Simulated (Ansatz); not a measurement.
## Effect of biaxial strain −0.50 %, plane normal [001], relaxed out of plane on NaCl

Take NaCl in the rock salt structure (space group Fm-3m, No. 225; a = 5.601 Å) as the base. Axes: x, y, z lie along the cube axes.

The change: biaxial strain −0.50 %, plane normal [001], relaxed out of plane (Cartesian); in-plane vectors clamped, the third vector and the atoms free.

Method: PBEsol (Ansatz, an electronic-structure program, PAW, scalar-relativistic without spin-orbit coupling). Γ-centred 10×10×10 mesh, Fermi–Dirac width 0.05 eV.

| quantity | base | changed | shift |
|---|---|---|---|
| volume per atom | 21.97 Å³ | 21.80 Å³ | -0.17 Å³ |
| space group | Fm-3m (No. 225) | I4/mmm (No. 139) | – |
| shortest interatomic distance | 2.801 Å | 2.787 Å | -0.014 Å |
| energy relative to the base (free energy F) | 0 meV/atom | +0.2 meV/atom | +0.2 meV/atom |
| pressure (mean of the normal stresses, compression positive) | 0.01 GPa | 0.21 GPa | +0.205 GPa |
| band gap | 5.01 eV | 5.04 eV | +0.03 eV |
| gap character | direct at Γ | direct at Γ | – |
| electron mass | 0.39 mₑ (at Γ) | 0.39 mₑ (at Γ) | – |
| valence-band top at Γ (three highest levels, from the VBM) | 0.00, 0.00, 0.00 eV | 0.00, -0.01, -0.01 eV | – |
| out-of-plane strain | – | +0.24 % | – |

Masses are band curvatures over ±0.01 Å⁻¹ around the edge. Whether these cells are dynamically stable was not tested. k-point labels follow each cell's own Brillouin zone.
